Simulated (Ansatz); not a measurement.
**SrO under a change: isotropic strain +2.50 %**

The reference is SrO in the rock salt structure (space group Fm-3m, No. 225; a = 5.122 Å).

Modification: every lattice vector is stretched by 2.50 %, atoms relaxed at fixed cell.

The values are results of Kohn–Sham DFT with the PBEsol functional, run in Ansatz (an electronic-structure program) with PAW and 420 eV plane waves, scalar-relativistic without spin-orbit coupling, not measurements. Γ-centred 11×11×11 mesh, Fermi–Dirac width 0.05 eV.

The volume per atom increases by 1.29 Å³ to 18.09 Å³ and the energy grows by 25 meV/atom. The pressure goes from zero to -5.88 GPa and the band gap grows by 0.038 eV to 3.23 eV. The gap character stays indirect, Γ → X and the smallest direct gap rises by 0.09 eV (3.26 eV → 3.35 eV). The mean gap deformation potential ΔEg/Δln V comes out as +0.5 eV and the width of the top valence band decreases by 0.135 eV (1.15 eV → 1.01 eV). The electron mass goes from 1.2 mₑ along k, 0.39 mₑ across (at X) to 1.2 mₑ along k, 0.41 mₑ across (at X) and the valley order (the lowest conduction-band minima on the path, energy above the VBM, named in the base's zone) goes from X along ⟨100⟩ 3.20 eV; Γ 3.93 eV to X along ⟨100⟩ 3.23 eV; Γ 3.42 eV.

Cost of the whole job for the changed cell (relaxation, final SCF and bands): about 5 core-seconds (a rough figure).

Masses are band curvatures over ±0.01 Å⁻¹ around the edge. Along k means along the line from Γ to the band edge. Stability against distortions was not tested.
